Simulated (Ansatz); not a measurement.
The starting structures come from a database of crystals and need not be the phases stable at ambient conditions.

By PBEsol, the system below comes out a metal.

The ballistic (Sharvin) conductance counts the channels at the Fermi level: G/A = (e²/h) × channels of both spins per area.

Given:

```xyz
2
Lattice="2.9881 0.0000 0.0000 0.0000 2.9881 0.0000 0.0000 0.0000 2.9881" Properties=species:S:1:pos:R:3 pbc="T T T"
Ti     1.4940     1.4940     1.4940
Ni     0.0000     0.0000     0.0000
```

The cell is taken as given; by PBEsol it stands under a pressure of -3.0 GPa.

The current flows along the normal of the first two printed cell vectors, the (001) plane of the conventional cell. No spin-orbit coupling; the value is a mean over 0.1 eV about the Fermi level.

### Question
Predict the ballistic conductance per area from PBEsol run with Ansatz (a program for electronic structure).

### Answer
1.3 × 10¹⁵ S/m² for both spins.
